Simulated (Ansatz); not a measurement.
**What uniaxial strain ε_zz = −2.40 % does to SnO2**

Base system: SnO2 in the rutile structure (space group P4_2/mnm, No. 136; a = 4.7692 Å, c = 3.2120 Å). Axes: x, y, z lie along a, b, c of the conventional cell.

The change: uniaxial strain ε_zz = −2.40 %, all other strain components held at zero; the atoms relax in the strained cell.

Method: DFT with PBEsol, PAW potentials and a 420 eV plane-wave cutoff in Ansatz (a quantum-chemistry and plane-wave program), without spin-orbit coupling. Settings: 7×7×10 k-points, 0.05 eV Fermi–Dirac smearing.

The volume per atom decreases by 0.292 Å³ to 11.88 Å³ and the shortest interatomic distance falls by 0.0375 bohr to 3.866 bohr. The energy grows by 9.3 meV/atom and the pressure (mean of the normal stresses, compression positive) goes from zero to 5.94 GPa. The band gap increases by 0.33 eV (0.92 eV → 1.25 eV) and the gap character remains direct at Γ. The width of the top valence band goes up by 0.04 eV to 1.28 eV and the electron mass becomes 0.19 mₑ along z, 0.22 mₑ across (at Γ) (base: 0.17 mₑ along c, 0.19 mₑ across (at Γ)). The hole mass goes from 1.7 mₑ along c, 1.3 mₑ across (at Γ) to 1.8 mₑ along z, 1.2 mₑ across (at Γ) and the valence-band top at Γ (three highest levels, from the VBM) goes from 0.00, -0.77, -0.77 eV to 0.00, -0.83, -0.83 eV. The stress (xx, yy, zz, yz, xz, xy; compression positive) is (3.67, 3.67, 10.47, 0.00, 0.00, 0.00) GPa.

Final structure:

```xyz
6
Lattice="4.7692 0.0000 0.0000 0.0000 4.7692 0.0000 0.0000 0.0000 3.1349" Properties=species:S:1:pos:R:3 pbc="T T T"
Sn     0.0000     0.0000     0.0000
Sn     2.3846     2.3846     1.5675
O      1.4549     1.4549     0.0000
O      3.8395     0.9297     1.5675
O      0.9297     3.8395     1.5675
O      3.3143     3.3143     0.0000
```

Effective masses come from finite differences of ±0.01 Å⁻¹. No phonon test of stability was made.
